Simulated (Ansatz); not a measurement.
**Convergence test for SnSe (Pnma, 8 atoms in the cell)**

```xyz
8
Lattice="11.3798 0.0000 0.0000 0.0000 4.0256 0.0000 0.0000 0.0000 4.5862" Properties=species:S:1:pos:R:3 pbc="T T T"
Sn     7.0417     3.0192     1.7269
Sn     4.3381     1.0064     2.8593
Sn    10.0280     1.0064     4.0200
Sn     1.3518     3.0192     0.5662
Se     1.6905     1.0064     2.3352
Se     9.6894     3.0192     2.2510
Se     3.9994     3.0192     0.0421
Se     7.3804     1.0064     4.5441
```

Computed with PBE0, default PAW files made with PBE (plane waves; Ansatz, an electronic-structure program).

The starting cell comes from a database of computed structures (which also holds hypothetical and non-ambient phases and stackings), without a prior relaxation at this level. Its lattice was rescaled by a random factor within 2.5 % of one. In the base run, with a pressure of about 3 GPa the cell is away from its equilibrium volume at this level. Ansatz's pressure includes its estimate of the finite-basis (Pulay) stress. Another mesh or the band path of this cell gives a smaller gap, so this value is not converged in the mesh.

Held fixed: basis.ecutwfc = 420 eV; kpoints.mp_grid.shift = 0.5 0.5 0.5; hamiltonian.xc = pbe0; hamiltonian.pseudopotentials = {kind: paw} (the program's default PAW files); scf.occupations.method = fixed.

ΔF is the free energy per atom less that of the last row (2 3 3).

The series runs over kpoints.mp_grid.grid = 1 1 1; 1 2 2; 1 3 2; 1 3 3; 2 3 3.

Problem. From which setting on does the largest force stay within 0.02 eV/Å of the last one?

Solution. Only the last setting itself: the one before it still differs by 0.11 eV/Å, so the series does not show convergence to this tolerance.

Problem. From which setting on does the energy stay within 0.5 meV/atom of the last one?

Solution. Only the last setting itself: the one before it still differs by 55 meV/atom, so the series does not show convergence to this tolerance.

```json
[
 {"kpoints.mp_grid.grid": "1 1 1", "ΔF (meV/atom)": "-2364.8", "pressure (GPa)": "-12.73", "largest force (eV/Å)": "2.893", "gap on the mesh (eV)": "5.735", "k-points": "1", "iterations": "17"},
 {"kpoints.mp_grid.grid": "1 2 2", "ΔF (meV/atom)": "-64.1", "pressure (GPa)": "2.98", "largest force (eV/Å)": "0.596", "gap on the mesh (eV)": "3.965", "k-points": "1", "iterations": "19"},
 {"kpoints.mp_grid.grid": "1 3 2", "ΔF (meV/atom)": "-44.8", "pressure (GPa)": "3.44", "largest force (eV/Å)": "0.521", "gap on the mesh (eV)": "3.728", "k-points": "2", "iterations": "20"},
 {"kpoints.mp_grid.grid": "1 3 3", "ΔF (meV/atom)": "-55.4", "pressure (GPa)": "3.18", "largest force (eV/Å)": "0.637", "gap on the mesh (eV)": "3.509", "k-points": "4", "iterations": "19"},
 {"kpoints.mp_grid.grid": "2 3 3", "ΔF (meV/atom)": "0.00", "pressure (GPa)": "3.68", "largest force (eV/Å)": "0.530", "gap on the mesh (eV)": "2.781", "k-points": "4", "iterations": "19"}
]
```

Gaps are taken between levels on the mesh.

Keys are those of Ansatz 0.2.
